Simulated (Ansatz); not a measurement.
Space group P6₃/mmc (No. 194); a = b = 2.835 Å, c = 9.822 Å, α = β = 90.00°, γ = 120.00°

```json
[
 {"atom": "Re", "site": "4f", "symmetry": "3m.", "x": "0.6667", "y": "0.3333", "z": "0.1084"},
 {"atom": "C", "site": "2c", "symmetry": "-6m2", "x": "0.3333", "y": "0.6667", "z": "0.2500"}
]
```

Re2C (P6_3/mmc), PBEsol, DFPT electron-phonon coupling, linearised Boltzmann equation (plane waves, PAW, scalar-relativistic; Ansatz, a program for electronic structure): the phonon-limited resistivity at 300 K is 10.6 μΩ·cm (x, the basal plane), 10.6 μΩ·cm (y, the basal plane), 4.14 μΩ·cm (z, c). Third figures are kept for the arithmetic.

**Question.** Bound the resistivity of a random, dense polycrystal without boundary scattering, and give the anisotropy.

**Answer.** Largest over smallest: 2.6. Upper bound, grains in series: (10.6 + 10.6 + 4.14)/3 = 8.4 μΩ·cm. Lower bound, grains side by side: 3/Σ(1/ρ) = 7.0 μΩ·cm. The best single-crystal direction lies 41 % under the lower bound.

**Question.** The current-weighted mean free path is 15.3 nm along x and 16.9 nm along z. How does ρ₀ℓ differ between these directions?

**Answer.** x: 10.6 × 15.3 = 16.2×10⁻¹⁶ Ω·m²; z: 4.14 × 16.9 = 7.0×10⁻¹⁶ Ω·m², a ratio of 2.3. The size effect in a wire also hangs on the velocities towards its walls, so the isotropic formulas don't carry over to this crystal.

A metal at this level (no band gap). Only scattering by harmonic phonons is included (no impurities, grain boundaries, electron-electron scattering or thermal expansion). Spin-orbit coupling is left out, which matters with elements this heavy. Halving the electron mesh (32x32x8) moves the resistivity by up to 4 % at 300 K, the mean free path by up to 8 %. Smearing 0.20 eV; phonons on a 6x6x2 q mesh, which this run doesn't test.

Computed structure with no diffraction record at hand here (it may be known, metastable or hypothetical): Re2C (P6_3/mmc).
